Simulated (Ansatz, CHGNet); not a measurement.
For BP (model structure, started from the NiAs type, P6₃/mmc, No. 194, 4 atoms in the cell), the machine-learned potential CHGNet 0.3.0 (trained on PBE and PBE+U data) gives:

```
Property                          Value
------------------------------  -------
equilibrium lattice constant a  3.083 Å
c axis length                   5.001 Å
```

### Question
What does r²SCAN+rVV10 (PAW; Ansatz, a program for electronic structure) give for the same quantities?

### Answer

- lattice constant a: 3.074 Å (falls by 0.3 %)
- lattice parameter c: 5.028 Å (increases by 0.5 %)

Changes are worked out from the printed values.

Unless a cell is named, each level is at its own relaxed cell (CHGNet 0.3.0 10.29, r²SCAN+rVV10 10.29 Å³/atom).

Ansatz's density-functional and Hartree–Fock values are scalar-relativistic unless marked +SOC, with PAW data made under PBE.

A model structure was made by putting elements into a prototype or built by hand; it is no filed structure, need not be a known phase, and can be a saddle point held by its symmetry.
